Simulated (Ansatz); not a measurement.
The reference is W in the bcc (W type) structure (space group Im-3m, No. 229; a = 3.1688 Å; relaxed with 0.1 eV smearing). Axes: x, y, z lie along the cube axes.

The values are results of r2SCAN (Ansatz, a quantum-chemistry and plane-wave program), spin-orbit coupling left out, not measurements.

It is then changed as follows: biaxial strain +1.50 %, plane normal [001], relaxed out of plane (Cartesian); in-plane vectors clamped, the third vector and the atoms free.

Task: Predict the new energy relative to the base and ratio −ε⊥/ε∥.

Result: The energy increases by 13 meV/atom; the ratio −ε⊥/ε∥ comes out as 0.71.

Stability against distortions was not tested. The final runs are not spin-polarised.
